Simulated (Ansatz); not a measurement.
**PtGe: response to strain**

The parent structure is PtGe (space group Pnma, No. 62; a = 5.772 Å, b = 3.713 Å, c = 6.129 Å). Axes: x, y, z lie along a, b, c of the conventional cell.

Strains are applied to the cell and any free atomic positions relax; under biaxial strain the out-of-plane vector relaxes too.

All numbers come from r2SCAN (Ansatz, an electronic-structure program), no spin-orbit coupling.

Notes on the quantities. pressure: mean of the normal stresses, compression positive.

```tsv
variant	pressure	volume per atom
base	0.0 GPa	16.42 Å³
biaxial strain −2.16 %, plane normal [001], relaxed out of plane	3.7 GPa	16.09 Å³
biaxial strain +1.40 %, plane normal [001], relaxed out of plane	-2.0 GPa	16.64 Å³
biaxial strain +1.79 %, plane normal [001], relaxed out of plane	-2.6 GPa	16.70 Å³
uniaxial strain ε_xx = −2.66 %	4.8 GPa	15.98 Å³
```

Without a gap, meshes like the base's 8×13×8 leave anisotropic stresses uncertain by several tenths of a GPa, and small strain energies with them. No phonon test of stability was made. The final runs are not spin-polarised.
